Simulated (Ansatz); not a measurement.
# Pressure series in WS2

Start from WS2 in the 2H-MoS2 type structure (space group P6_3/mmc, No. 194; layered, stacked along the Cartesian z axis).

```
CELL_PARAMETERS angstrom
      3.11481     0.00000     0.00000
     -1.55740     2.69750     0.00000
      0.00000     0.00000    11.77307
ATOMIC_POSITIONS crystal
  W  0.33333 0.66667 0.25000
  W  0.66667 0.33333 0.75000
  S  0.33333 0.66667 0.61646
  S  0.66667 0.33333 0.11646
  S  0.66667 0.33333 0.38354
  S  0.33333 0.66667 0.88354
```

Cell and atoms are relaxed at each pressure.

Computed with DFT with PBEsol-D3(BJ), PAW potentials and a 420 eV plane-wave cutoff in Ansatz (a program for electronic structure), spin-orbit coupling left out.

Notes on the quantities. enthalpy: H = E + PV relative to the base's energy.

| change | enthalpy | volume per atom | band gap | c/a ratio |
|---|---|---|---|---|
| base | – | 16.49 Å³ | 0.65 eV | 3.780 |
| pressure −2 GPa | -0.21 eV/atom | 17.06 Å³ | 0.81 eV | 3.849 |
| pressure −1 GPa | -0.10 eV/atom | 16.74 Å³ | 0.72 eV | 3.808 |
| pressure 1.8 GPa | +0.18 eV/atom | 16.11 Å³ | 0.55 eV | 3.742 |
| pressure 4.2 GPa | +0.42 eV/atom | 15.71 Å³ | 0.44 eV | 3.711 |
| pressure 9 GPa | +0.88 eV/atom | 15.10 Å³ | 0.26 eV | 3.675 |
| pressure 18 GPa | +1.71 eV/atom | 14.26 Å³ | zero | 3.644 |
| pressure 30 GPa | +2.74 eV/atom | 13.44 Å³ | zero | 3.632 |
| pressure 45 GPa | +3.96 eV/atom | 12.67 Å³ | zero | 3.633 |
| pressure 60 GPa | +5.12 eV/atom | 12.04 Å³ | zero | 3.640 |

The mesh was chosen for an insulator and is coarse for the gapless case. Spin-orbit coupling, missing from the scalar runs, can matter with W. Load acts through the strain it causes; cell and atoms are relaxed under it. No phonon test of stability was made. No other phases were tried under pressure. The final runs are not spin-polarised. The zero or small gap of WS2 under pressure 9 GPa, WS2 under pressure 18 GPa, WS2 under pressure 30 GPa and WS2 under pressure 45 GPa can change with the level of theory.
